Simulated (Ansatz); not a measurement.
hcp Be, cell Be96, fixed volume of 7.90 Å³/atom; nuclei sampled by path-integral MD with a finite ring of beads (0.6 ps or more). The numbers are results of PBE (plane waves, PAW; Ansatz, a quantum-chemistry and plane-wave program), not measurements. One k-point. By the program's own estimate these rings hold the quantum spread of harmonic modes up to 780 cm⁻¹ to 1.4 % at the worst; if the kinetic energy errs by twice that share (a guess), it is low by up to some 2.4 meV.

```csv
T (K),beads,3k_BT/2 (meV),quantum kinetic energy (meV/atom),its block error (meV)
300,6,38.8,?,0.10
600,5,77.6,87.3,0.05
```

Problem. Use an Einstein model of the phonons, K = (3/4)ħω coth(ħω/2k_BT), fixed at the 600 K row, to predict the withheld kinetic energy.

Solution. K = 87.3 meV at 600 K needs ħω = 64 meV. At 300 K this gives 57.0 meV; the path-integral run gave 56.9 meV, 0.1 meV below the model. That is within the block and bead errors together.
